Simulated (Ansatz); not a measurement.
The starting structures come from a database of crystals and need not be the phases stable at ambient conditions.

Inside the gap of an insulator the Bloch states are evanescent, with a wavenumber k + iκ along the transport direction.

Consider the following.

```yaml
crystal:
  lattice:
    - [5.98153, 0.00000, 0.00000]
    - [0.00000, 9.72876, 0.00000]
    - [0.00000, 0.00000, 5.98153]
  atoms:
    - { symbol: Ba, position: [0.50000, 0.00000, 0.50000] }
    - { symbol: Ba, position: [0.00000, 0.00000, 0.00000] }
    - { symbol: Pb, position: [0.50000, 0.67587, 0.00000] }
    - { symbol: Pb, position: [0.00000, 0.32413, 0.50000] }
    - { symbol: Pb, position: [0.00000, 0.72250, 0.50000] }
    - { symbol: Pb, position: [0.50000, 0.27750, 0.00000] }
    - { symbol: Br, position: [0.50000, 0.50000, 0.50000] }
    - { symbol: Br, position: [0.00000, 0.50000, 0.00000] }
    - { symbol: F, position: [0.50000, 0.03831, 0.00000] }
    - { symbol: F, position: [0.00000, 0.96169, 0.50000] }
    - { symbol: F, position: [0.76559, 0.18775, 0.26559] }
    - { symbol: F, position: [0.23441, 0.18775, 0.26559] }
    - { symbol: F, position: [0.23441, 0.18775, 0.73441] }
    - { symbol: F, position: [0.76559, 0.18775, 0.73441] }
    - { symbol: F, position: [0.73441, 0.81225, 0.76559] }
    - { symbol: F, position: [0.26559, 0.81225, 0.76559] }
    - { symbol: F, position: [0.26559, 0.81225, 0.23441] }
    - { symbol: F, position: [0.73441, 0.81225, 0.23441] }
```

Space group of this cell: P4/nmm. The cell was relaxed by PBE-D3(BJ); by r2SCAN its mean pressure is -1.1 GPa.

Transport runs along the normal of the first two printed cell vectors, the (100) plane of the conventional cell.

The gap is the functional's own, uncorrected, and κ follows it; spin-orbit coupling is left out. Mid-gap values are interpolated between the computed energies.

Task: Predict the band gap and the smallest decay constant κ at mid-gap from r2SCAN (Ansatz, a quantum-chemistry and plane-wave program).

Result: Gap 3.77 eV on a 6×4×6 mesh; κ = 0.332 1/Å, at the zone centre.
